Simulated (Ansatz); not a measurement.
A periodic model of amorphous Cu₃₂Zr₁₈:

```xyz
50
Lattice="9.1579 -0.4876 0.3380 -0.4876 9.0514 -0.0769 0.3380 -0.0769 9.8162" Properties=species:S:1:pos:R:3 pbc="T T T"
Cu     2.8735     2.1389     2.1296
Cu     3.6019     8.7040     5.5651
Cu     4.5706     0.5393     3.1475
Cu     1.4996     7.8883     7.5776
Cu     8.4480     4.4608     0.4871
Cu     4.8665     3.0730     2.9150
Cu     8.1162     7.1541     4.2980
Cu     3.4680     3.7114     6.1780
Cu     8.1040     0.2883     1.0887
Cu     5.7988     3.9795     0.7663
Cu     8.7553     6.6150     6.6124
Cu     3.0689     1.7810     4.6248
Cu     4.0104     5.3518     2.1995
Cu     0.9468     2.8232     8.9936
Cu     6.4780     7.8194     9.2379
Cu     7.6402     2.2703     9.5200
Cu     3.9584     7.7769     1.3672
Cu     0.9282     3.5806     1.5751
Cu     7.9410     2.5679     7.1669
Cu     5.5159     2.9187     7.9864
Cu     4.6619     5.2839     7.4361
Cu     1.0599     2.6481     5.9168
Cu    -0.0864     8.0584     1.7275
Cu     8.8518     6.8250     9.5069
Cu     4.7208     7.2744     3.7536
Cu    -0.2099     5.7048     2.4872
Cu     1.3923     0.0974     5.5695
Cu     8.1610     0.6214     5.6196
Cu     7.0496    -0.0464     3.4027
Cu     6.3349     0.6433     7.6889
Cu     5.0088     5.8685     9.7488
Cu     3.2046     6.2953     5.7089
Zr     5.8362     1.8944     5.3325
Zr     0.6073     1.2871     3.2355
Zr     8.4844     4.2355     5.1801
Zr     2.2052     4.3309     3.8598
Zr     5.0632     1.1358     0.4915
Zr     1.2717     5.0516     7.3657
Zr     7.2197     5.0077     8.2095
Zr     1.9641     7.5678     3.5421
Zr     5.5313     4.8990     4.7557
Zr     3.1986     1.4390     7.4382
Zr     9.0158     0.1381     8.1689
Zr     7.4613     2.6906     2.5126
Zr     3.9237     7.7224     8.3124
Zr     6.6330     6.4873     1.8119
Zr     6.0937     7.4973     6.1187
Zr     3.4752     3.6250     9.6906
Zr     1.7080     6.2444     0.5590
Zr     1.9850     0.4707     0.2747
```

The numbers are results of PBE, scalar-relativistic without spin-orbit coupling (plane waves to 420 eV, PAW; Ansatz, an electronic-structure program), not measurements.

It comes from a melt-quench run on a machine-learned potential (CHGNet), relaxed afterwards by DFT. The hot cell started wider than the set density and was brought back towards it in steps. It is the lowest in DFT energy of 3 quenches. It is a model cell: composition and starting density were chosen by hand, and all elements were melted together. No dispersion term was used. Its density started from a set value of 7.50 and ended at 7.53 g/cm³. Cooling (nominally 170 K/ps over its main leg) ran many orders faster than in experiment, which tends to leave more defects and strain. A cell of this size samples the disorder only roughly. Volume and shape were free in the relaxation. On a 2×2×2 Γ-centred mesh force components of up to 0.19 eV/Å stay, since the relaxation ran on one k-point at (1/4, 1/4, 1/4).

Bonds are counted up to Cu-Cu 3.24 Å, Cu-Zr 3.38 Å, Zr-Zr 4.00 Å.

Problem. Give the coordination numbers, mean bond lengths and angles.

Solution. 
```json
{
  "Mean coordination of Cu": "10.66 (4 with 9, 8 with 10, 15 with 11, 5 with 12)",
  "Mean coordination of Zr": "14.39 (1 with 11, 2 with 13, 4 with 14, 10 with 15, 1 with 16)",
  "Mean Cu-Cu bond": "2.616 Å (spread 0.187 Å, 89 counted)",
  "Mean Cu-Zr bond": "2.868 Å (spread 0.160 Å, 163 counted)",
  "Mean Zr-Zr bond": "3.388 Å (spread 0.254 Å, 48 counted)",
  "Bond angle at Cu": "mean 97.3°, spread 33.4°",
  "Bond angle at Zr": "mean 95.4°, spread 34.6°"
}
```
